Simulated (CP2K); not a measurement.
Band structure of Ti3Al (P-6m2, 4 atoms in the cell).

```yaml
crystal:
  lattice:
    - [2.92754, 0.00000, 0.00000]
    - [-1.46377, 2.53532, 0.00000]
    - [0.00000, 0.00000, 9.22636]
  atoms:
    - { symbol: Ti, position: [0.66667, 0.33333, 0.00000] }
    - { symbol: Ti, position: [0.33333, 0.66667, 0.75059] }
    - { symbol: Ti, position: [0.33333, 0.66667, 0.24941] }
    - { symbol: Al, position: [0.66667, 0.33333, 0.50000] }
```

Method: PBEsol, GPW, TZVP-MOLOPT-SR-GTH basis, GTH-PBE potentials (GTH_POTENTIALS) in CP2K 2026.2.

Settings: CUTOFF = 600 Ry; REL_CUTOFF = 50 Ry; SMEAR/METHOD = GAUSSIAN; SIGMA = 0.136 eV; KPOINTS/SCHEME = MONKHORST-PACK 10 10 3; GAMMA_CENTERED = T; XC_FUNCTIONAL = PBE:PBESOL; Ti/BASIS_SET = TZVP-MOLOPT-SR-GTH; Ti/POTENTIAL = GTH-PBE-q12; Al/BASIS_SET = TZVP-MOLOPT-SR-GTH; Al/POTENTIAL = GTH-PBE-q3; METHOD = GPW; EPS_DEFAULT = 1e-11; EXTRAPOLATION = USE_GUESS.

The starting cell comes from a database of computed structures (which also holds hypothetical and non-ambient phases and stackings), without a prior relaxation at this level. Spin polarisation is off. Values carry the incompleteness of an atom-centred basis. The potentials were made for another functional than the one used.

Levels in eV from the Fermi level, bands 17 to 22:
| point | 17 | 18 | 19 | 20 | 21 | 22 |
|---|---|---|---|---|---|---|
| Γ | -0.76 | 0.47 | 0.74 | 0.83 | 0.83 | 0.92 |
| M | -1.46 | -1.23 | -0.65 | -0.40 | 0.90 | 0.99 |
| K | -1.18 | -1.16 | -0.71 | -0.57 | -0.31 | -0.09 |
| A | -1.01 | 0.43 | 0.77 | 0.83 | 0.83 | 0.91 |
| L | -1.56 | -1.21 | -0.94 | -0.06 | 0.86 | 0.88 |
| H | -1.18 | -1.18 | -0.89 | -0.66 | -0.08 | 0.02 |

Bands cross the Fermi level along this path, so the cell is metallic at this level.

Higher empty bands are left out: an atom-centred basis made for the valence describes them poorly.
